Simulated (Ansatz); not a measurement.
# Ni2Si: response to strain

Start from Ni$_{2}$Si (space group Pnma, No. 62; non-magnetic).

```
Ni2Si
1.0
    5.02104     0.00000     0.00000
    0.00000     3.73092     0.00000
    0.00000     0.00000     7.07625
Ni Si
8 4
Direct
  0.54061   0.25000   0.79603
  0.04061   0.25000   0.70397
  0.45939   0.75000   0.20397
  0.95939   0.75000   0.29603
  0.16949   0.25000   0.06035
  0.66949   0.25000   0.43965
  0.83051   0.75000   0.93965
  0.33051   0.75000   0.56035
  0.71303   0.25000   0.11460
  0.21303   0.25000   0.38540
  0.28697   0.75000   0.88540
  0.78697   0.75000   0.61460
```

Cartesian axes are those of the cell as printed.

Strains are applied to the cell and any free atomic positions relax; under biaxial strain the out-of-plane vector relaxes too; under stress the whole cell relaxes.

Level of theory: DFT with PBE, PAW potentials and a 420 eV plane-wave cutoff in Ansatz (a quantum-chemistry and plane-wave program), without spin-orbit coupling, earlier PAW set.

Notes on the quantities. energy relative to the base: free energy F; pressure: mean of the normal stresses, compression positive.

| variant | energy relative to the base | shortest interatomic distance | pressure |
|---|---|---|---|
| base | 0 meV/atom | 2.311 Å | 0.0 GPa |
| biaxial strain −1.88 %, plane normal [001], relaxed out of plane | – | … | … |
| uniaxial strain ε_xx = +1.06 % | +0.8 meV/atom | 2.309 Å | -1.7 GPa |
| uniaxial strain ε_xx = +2.20 % | +3.4 meV/atom | 2.307 Å | -3.4 GPa |
| uniaxial stress, 2 GPa compression along z | +0.6 meV/atom | 2.294 Å | – |

Question: What belongs in the blanks?

Answer: 
- biaxial strain −1.88 %, plane normal [001], relaxed out of plane, shortest interatomic distance: 2.304 Å
- biaxial strain −1.88 %, plane normal [001], relaxed out of plane, pressure: 3.7 GPa

Without a gap, meshes like the base's 8×10×6 leave anisotropic stresses uncertain by several tenths of a GPa, and small strain energies with them. Stability under load was not tested beyond the relaxation. Starting moments died away, wholly or in part, for the base; another magnetic solution may exist. The final runs are not spin-polarised.
